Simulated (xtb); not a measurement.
xtb 6.7.1, GFN2-xTB: Y(OiPr)(NH2)2 (CC(C)[O][Y]([NH2])[NH2]), 18 atoms. The geometry is a generated start, not checked to be a minimum at this level.

```
Property                                                                                                       Result
------------------------  -------------------------------------------------------------------------------------------
method                                                                                                       GFN2-xTB
--acc                                                                                                     1 (default)
--etemp (K)                                                                                             300 (default)
detailed input (--input)  none: ANC optimiser, Lindh (1995) Hessian, microcycle=20, maxdispl=1.0, hlow=0.01 (default)
basis functions                                                                                                    45
valence electrons                                                                                                  42
```

```xyz
18

Y      0.9395     1.0042     0.7116
O     -0.8705     0.3924     1.1424
C     -1.4298    -0.5231     0.2603
C     -0.8322    -1.9260     0.4585
C     -1.2387    -0.0756    -1.2062
H     -2.5149    -0.5672     0.4710
H      0.2322    -1.9055     0.2007
H     -1.3420    -2.6554    -0.1670
H     -0.9400    -2.2195     1.5012
H     -1.6509     0.9280    -1.3372
H     -0.1568    -0.0628    -1.4511
H     -1.7494    -0.7592    -1.8849
N      2.5199    -0.3941     0.4145
H      2.6476    -1.1932     1.0364
H      3.4667    -0.0881     0.1912
N      0.9796     2.9387    -0.1831
H      1.7771     3.5691    -0.0999
H      0.1626     3.5374    -0.0585
```

Charge 0 and multiplicity 1 are set for this test and not shown to be the ground state.

The structure is relaxed from this start with --opt LEVEL for the levels crude, sloppy, loose, lax, normal, tight, vtight, extreme, once each. Up to the end of the extreme run atoms move by at most 0.62 Å along an axis.

Problem. What is the loosest level that ends within 5 meV of the extreme run, and how many cycles does it take?

Solution. normal: 20 cycles against 47, ending 2.3 meV above.

```
level    cycles  energy above the extreme run (meV)  gradient norm (eV/Å)
-------  ------  ----------------------------------  --------------------
crude         1                                  11                 0.091
sloppy        1                                  11                 0.091
loose         1                                  11                 0.091
lax           1                                  11                 0.091
normal       20                                 2.3                 0.046
tight        38                               0.090                 0.013
vtight       46                          under 0.01                0.0041
extreme      47                                   —                0.0023
```
